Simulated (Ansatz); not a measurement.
Consider GaSb in the zinc blende structure (space group F-43m, No. 216; a = 6.132 Å). Axes: x, y, z lie along the cube axes.

Level of theory: plane-wave PAW DFT at the r2SCAN level (Ansatz, a program for electronic structure, 500 eV), no spin-orbit coupling.

For the base:

| Quantity | Value |
|---|---|
| Gap character | direct at Γ |
| Valence-band top at Γ | 0.00, 0.00, 0.00 eV |
| Band gap | 0.41 eV |

The change: biaxial strain −2.16 %, plane normal [001], relaxed out of plane (Cartesian); in-plane vectors clamped, the third vector and the atoms free.

What does the calculation give for the gap character, valence-band top at Γ, in-plane stress, band gap and energy relative to the base after the change?

The gap character stays direct at Γ; the valence-band top at Γ (three highest levels, from the VBM) goes from 0.00, 0.00, 0.00 eV to 0.00, 0.00, -0.26 eV; the mean in-plane stress (compression positive) amounts to +2.2 GPa; the band gap goes up by 0.094 eV to 0.51 eV; the energy grows by 8.1 meV/atom.

With Sb present, leaving out spin-orbit coupling can change the band edges. No phonon test of stability was made. Labels are those of the standard path for the cell's own space group.
